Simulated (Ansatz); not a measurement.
**NiI₂ (space group R-3m, No. 166; ferromagnetic; layered, stacked along the Cartesian z axis)**

```
CELL_PARAMETERS angstrom
      1.96436     1.13413     6.63076
     -1.96436     1.13413     6.63076
      0.00000    -2.26825     6.63076
ATOMIC_POSITIONS crystal
  Ni 0.00000 0.00000 0.00000
  I  0.25637 0.25637 0.25637
  I  0.74363 0.74363 0.74363
```

All numbers come from DFT with r2SCAN+rVV10, PAW potentials and a 500 eV plane-wave cutoff in Ansatz (a program for electronic structure), without spin-orbit coupling. Settings: 10×10×10 k-points, 0.05 eV Fermi–Dirac smearing.

```yaml
volume_per_atom: 29.54 Å³
density: 5.85 g/cm³
band_gap: 0.93 eV, indirect, T → Γ–S₀ (71 % along)
magnetic_state: ferromagnetic
total_energy: -6965.730 eV/atom (σ→0; compares only within this code and set-up)
```

Other magnetic orders, which the real material may have, were not ruled out. Spin-orbit coupling, missing from the scalar runs, can matter with I. Stability against distortions was not tested. Where the two band edges lie in opposite spin channels, the gap is a spin-flip gap.
